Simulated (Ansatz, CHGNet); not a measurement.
For CoPtO₂ (R-3m, No. 166, 4 atoms in the cell; start mp-19210), the machine-learned potential CHGNet-r²SCAN (trained on r²SCAN data) gives:

| Item | Value |
|---|---|
| equilibrium lattice constant a | 2.821 Å |
| c axis length | 17.863 Å |

Problem. What does PBE (Ansatz, a quantum-chemistry and plane-wave program, PAW) give for the same quantities?

Solution. 
- lattice constant a: 2.854 Å (rises by 1.2 %)
- lattice parameter c: 17.898 Å (increases by 0.2 %)

Changes are worked out from the printed values.

Unless a cell is named, each level is at its own relaxed cell (CHGNet-r²SCAN 10.26, PBE 10.52 Å³/atom).

Levels without +SOC leave out spin–orbit coupling, which shifts energies and cells of such heavy elements.

The crystal itself was run without spin with PBE; a magnetic state was not tried in these runs.

Caveats: the relaxation could not lower the start's symmetry, so the cell can be a saddle point above a distorted one (CHGNet-r²SCAN, PBE). Ansatz's density-functional and Hartree–Fock values are scalar-relativistic unless marked +SOC, with PAW data made under PBE.

A start named mp-… is a Materials Project structure, which need not be a measured phase.
